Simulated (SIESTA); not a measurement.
SIESTA run on NaTiO2 (R-3m, 4 atoms in the cell): self-consistent single point.

Computed with GGA PBEsol, numerical atomic orbitals DZP, PseudoDojo PBEsol standard norm-conserving potentials (rewritten from UPF to PSML) (SIESTA 5.4.2).

The change in words: lattice scaled by 0.98. Reference geometry:
```xyz
4
Lattice="1.5066 0.8698 5.3990 -1.5066 0.8698 5.3990 0.0000 -1.7397 5.3990" Properties=species:S:1:pos:R:3 pbc="T T T"
Na     0.0000     0.0000     0.0000
Ti     0.0000     0.0000     8.0986
O      0.0000     0.0000    12.3715
O      0.0000     0.0000     3.8257
```
Moments meant for the start (each program seeds them in its own way; μB, in the order of the atoms Na Ti O O): 0.0 1.0 0.0 0.0.

Reference input (self-consistent single point, DFT, GGA PBEsol, numerical atomic orbitals DZP, PseudoDojo PBEsol standard norm-conserving potentials (rewritten from UPF to PSML)): XC.functional = GGA; XC.authors = PBEsol; potentials = PseudoDojo PBEsol standard; PAO.BasisSize = DZP; PAO.EnergyShift = 0.01 Ry; MeshCutoff = 400 Ry; kgrid.MonkhorstPack = 8 8 8; OccupationFunction = FD; ElectronicTemperature = 1160.45 K; Spin = polarized; DM.InitSpin = [1 +0.00, 2 +1.00, 3 +0.00, 4 +0.00]; MaxSCFIterations = 150. This run's input differs from it in these lines:

```diff
@@ -13,5 +13,5 @@
 %block LatticeVectors
-     1.506590000    0.869830000    5.399047000
-    -1.506590000    0.869830000    5.399047000
-     0.000000000   -1.739660000    5.399047000
+     1.476458000    0.852433000    5.291066000
+    -1.476458000    0.852433000    5.291066000
+     0.000000000   -1.704867000    5.291066000
 %endblock LatticeVectors
@@ -20,5 +20,5 @@
      0.000000000    0.000000000    0.000000000  1
-     0.000000000    0.000000000    8.098570500  2
-     0.000000000    0.000000000   12.371489676  3
-    -0.000000000    0.000000000    3.825651324  3
+     0.000000000   -0.000000500    7.936599000  2
+    -0.000000000   -0.000000764   12.124059745  3
+    -0.000000000   -0.000000236    3.749138255  3
 %endblock AtomicCoordinatesAndAtomicSpecies
```

Output (repeated stretches shortened):

```
        iscf     Eharris(eV)        E_KS(eV)     FreeEng(eV)     dDmax    Ef(eV) dHmax(eV)
   scf:    1    -3728.383971    -3750.273221    -3750.319429  0.613126 -3.357084 11.151106
     spin moment: {S} , |S| = {        0.0        0.0    0.41895 }     0.41895
   scf:    2    -3756.251027    -3753.481805    -3753.532918  0.035589 -3.842040  7.706999
     spin moment: {S} , |S| = {        0.0        0.0    0.47082 }     0.47082
   scf:    3    -3755.820351    -3756.157093    -3756.219171  0.073012 -4.907810  2.603493
     spin moment: {S} , |S| = {        0.0        0.0    0.59408 }     0.59408
   [... lines left out ...]
     spin moment: {S} , |S| = {        0.0        0.0    0.00643 }     0.00643
   scf:   19    -3756.342321    -3756.342328    -3756.410285  0.000494 -4.699812  0.000911
     spin moment: {S} , |S| = {        0.0        0.0    0.00282 }     0.00282
   scf:   20    -3756.342334    -3756.342331    -3756.410286  0.000195 -4.699680  0.000578
     spin moment: {S} , |S| = {        0.0        0.0    0.00118 }     0.00118
   scf:   21    -3756.342327    -3756.342329    -3756.410286  0.000045 -4.699808  0.000530
     spin moment: {S} , |S| = {        0.0        0.0    0.00096 }     0.00096
SCF Convergence by DM+H criterion
max |DM_out - DM_in|         :     0.0000453997
max |H_out - H_in|      (eV) :     0.0005303710
SCF cycle converged after 21 iterations

Using DM_out to compute the final energy and forces

siesta: E_KS(eV) =            -3756.3423

siesta: E_KS - E_eggbox =     -3756.3423

siesta: Atomic forces (eV/Ang):
     1   -0.000000   -0.000000    0.000000
     2    0.000000   -0.000000   -0.000000
     3    0.000000   -0.000000   -0.759159
     4   -0.000000    0.000000    0.759159
   Tot   -0.000000   -0.000000    0.000000
   Max    0.759159
   Res    0.309925    sqrt( Sum f_i^2 / 3N )
   Max    0.759159    constrained

Stress tensor Voigt[x,y,z,yz,xz,xy] (kbar):      -32.19      -32.19     -101.93       -0.00        0.00       -0.00
(Free)E + p*V (eV/cell)    -3755.0278
   [... lines left out ...]
siesta: FreeEng =     -3756.410286
siesta: Cell volume =         39.955443 Ang**3
siesta:          55.43798138        140.41987286  kBar
   [... lines left out ...]
              0.004   0.005   0.004   0.005   0.004

mulliken: Qtot =       16.500

Mulliken Atomic Populations:
Atom #   charge [q] valence [e]      Sz [e]  Species
     1     0.480302    8.519698   -0.000010  Na
     2     0.862651   11.137349    0.000956  Ti
     3    -0.671476    6.671476    0.000008  O
     4    -0.671476    6.671476    0.000008  O
 Total    -0.000000                0.000963
```

The run converged in 21 iterations. Against the reference run the free energy falls by 1.7 meV/atom, the pressure goes from -5.38 to 5.54 GPa, the largest force goes from 0.069 to 0.759 eV/Å and the size of the net moment goes from 0.10 to 0.00 μB/atom.

The starting cell comes from a database of computed structures (which also holds hypothetical and non-ambient phases and stackings), without a prior relaxation at this level. For this run, on top of that: lattice scaled by 0.98. The starting moments vanished: the run ended non-magnetic. Values carry the incompleteness of an atom-centred basis. With a pressure of about 6 GPa the cell is away from its equilibrium volume at this level.

Cost on one core of a shared machine: roughly 3 min.
